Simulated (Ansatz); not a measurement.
# A computed series for Ag3SI: response to strain

Consider Ag3SI in the anti-perovskite structure (space group Pm-3m, No. 221).

```
CELL_PARAMETERS angstrom
      4.86867     0.00000     0.00000
      0.00000     4.86867     0.00000
      0.00000     0.00000     4.86867
ATOMIC_POSITIONS crystal
  Ag 0.50000 0.50000 0.00000
  Ag 0.00000 0.50000 0.50000
  Ag 0.50000 0.00000 0.50000
  S  0.50000 0.50000 0.50000
  I  0.00000 0.00000 0.00000
```

Cartesian axes are those of the cell as printed.

Strains are applied to the cell and any free atomic positions relax; under biaxial strain the out-of-plane vector relaxes too.

The values are results of PBEsol/PAW in Ansatz (a quantum-chemistry and plane-wave program), spin-orbit coupling left out, not measurements.

Problem. Only one of these has a direct gap. Which?
(A) biaxial strain +2.10 %, plane normal [001], relaxed out of plane
(B) isotropic strain −3.59 %
(C) uniaxial strain ε_zz = +6.00 %

Solution. B, isotropic strain −3.59 %. Computed: isotropic strain −3.59 %: direct at M; uniaxial strain ε_zz = +6.00 %: indirect, R → Γ; biaxial strain +2.10 %, plane normal [001], relaxed out of plane: indirect, M → Γ

With I present, leaving out spin-orbit coupling can change the band edges. Whether these cells are dynamically stable was not tested. Labels are those of the standard path for the cell's own space group.
